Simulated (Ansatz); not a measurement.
By hand: formation energy of TiPt3 (Cu3Au type, Pm-3m) from the elements

Subject: the formation energy of TiPt3 (Cu3Au type, Pm-3m) from the elements. Reaction: Ti (hcp) + 3 Pt (fcc) → TiPt3 (Cu3Au type). A negative value means that the right-hand side lies lower. The value is per atom of the solid.

TiPt3 (Cu3Au type, Pm-3m), 4 atoms in the cell; spin state with PBE: run without spin. Conventional cell: a = b = c = 3.9480 Å, α = β = γ = 90.00°.

Ansatz (a first-principles code) with PAW potentials; structures come from PBE relaxations, nuclei static, no net charge. Ansatz runs with its PAW set soft_1. Other levels take these structures. The lattices are those relaxed with PBE, so at other levels the solids can be strained, which adds to the spread. A dispersion term (D3(BJ), or D4 for r2SCAN) was computed beside these levels and is taken off wherever the name lacks it. Space groups of crystals are read within 0.01 Å. The runs are scalar-relativistic, without spin-orbit coupling.

Total energies of the cells in eV, at zero smearing width. They compare only within one column; the weights balance every element.

```json
[
 {"cell": "TiPt3 (Cu3Au type)", "atoms": "4", "weight": "+2", "PBE": "-40077.21543", "LDA": "-39192.57439"},
 {"cell": "Ti (hcp)", "atoms": "2", "weight": "−1", "PBE": "-4999.33461", "LDA": "-4900.53947"},
 {"cell": "Pt (fcc)", "atoms": "1", "weight": "−6", "PBE": "-12524.70942", "LDA": "-12246.23078"}
]
```

PBE: 2 × (-40077.21543) − (-4999.33461) − 6 × (-12524.70942) = -6.840 eV; dividing by 8 atoms gives -0.85 eV/atom.

LDA: 2 × (-39192.57439) − (-4900.53947) − 6 × (-12246.23078) = -7.225 eV; dividing by 8 atoms gives -0.90 eV/atom.

What follows from the PBE value: A formula unit of TiPt3 has 4 atoms, so it forms with -0.8550 × 4 = -3.420 eV, or -330.0 kJ/mol at 96.485 kJ/mol per eV.
